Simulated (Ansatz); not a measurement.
## Effect of ↑↓ start, q = (0, 0, 0), 2 atoms on Tb

Consider Tb in the hcp (Mg type) structure (space group P6_3/mmc, No. 194; a = 3.471 Å, c = 5.571 Å; ferromagnetic).

Now apply this change: the moments start antiparallel in the pattern ↑↓ in a 2-atom cell (no doubling), and the cell is relaxed again.

The values are results of PBEsol, PAW, 420 eV (Ansatz, an electronic-structure program; scalar-relativistic without spin-orbit coupling), earlier PAW set, not measurements. Γ-centred 15×15×9 mesh, Fermi–Dirac width 0.05 eV.

Volume per atom: 29.25 Å³ (base 29.06 Å³)
c/a ratio: 1.599 (base 1.605)
Shortest interatomic distance: 3.435 Å (base 3.431 Å)
Energy relative to the base (σ→0): -0.02 eV/atom (to 0.01 eV only: unlike meshes or grids)
Magnetic state: antiferromagnetic (moments cancel) (base ferromagnetic)
Largest site moment: 5.99 μB (base 5.91 μB)

Final structure:

```
CELL_PARAMETERS angstrom
      3.48283     0.00000     0.00000
     -1.74142     3.01622     0.00000
      0.00000     0.00000     5.56891
ATOMIC_POSITIONS crystal
  Tb 0.66667 0.33333 0.00000
  Tb 0.33333 0.66667 0.50000
```

Other magnetic orders, which the real material may have, were not ruled out. The 4f electrons are in the valence with no U and their state was not checked, so volumes and moments can be off. Stability against distortions was not tested.
